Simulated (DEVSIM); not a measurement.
Structure: abrupt Si n-p junction, at 350 K.

Layer 1 from the left is Si, thickness (μm) 1.10, Nd (cm⁻³) 1.6e15, τn (s) 0.00096, τp (s) 0.00096. Layer 2 from the left is Si, thickness (μm) 5.30, Na (cm⁻³) 2.3e15, τn (s) 0.00096, τp (s) 0.00096.

Left contact: ohmic. Right contact: ohmic. Voltage is applied to the left contact. Recombination: SRH at mid-gap, radiative, Auger. Mobility is μmin + (μ − μmin)/(1 + (N/Nref)^α).

The device is made up for the run: typed textbook-type constants, with dimensions and the other settings drawn at random. Values at 300 K; Nc and Nv go as T^1.5, mobilities as T to minus their exponent, the gap by Varshni's rule with the affinity fixed.

Si: gap (eV) 1.124, affinity (eV) 4.05, permittivity 11.7, Nc (cm⁻³) 2.86e19, Nv (cm⁻³) 3.1e19, μn (cm²/Vs) 1417, μp (cm²/Vs) 470, μn,min 52, μp,min 45, Nref,n 9.7e16, Nref,p 2.2e17, αn 0.68, αp 0.72, T exponent of μn 2.3, T exponent of μp 2.2, B (cm³/s) 4.7e-15, Cn (cm⁶/s) 2.8e-31, Cp (cm⁶/s) 9.9e-32, Varshni α (eV/K) 0.000473, Varshni β (K) 636.

Problem. Estimate by hand the built-in potential, the peak field at zero bias, and compare with a numerical solution.

Solution. 
- Built-in potential: ni = √(Nc Nv) exp(−Eg/2kT) = 3.78e11 cm⁻³ with Eg = 1.111 eV; Vbi = kT/q ln(Na Nd/ni²) = 0.515 V; numerical 0.515 V.
- Peak field at zero bias: depletion approximation: W = √(2εVbi/(qN)) = 0.840 μm with N = 9.44e14 cm⁻³; field = 2Vbi/W = 12300 V/cm; numerical 11500 V/cm (estimate above by 6.4 %).

DEVSIM, 1D drift-diffusion, Boltzmann statistics, complete ionisation; no tunnelling, impact ionisation, image-force lowering or self-heating.
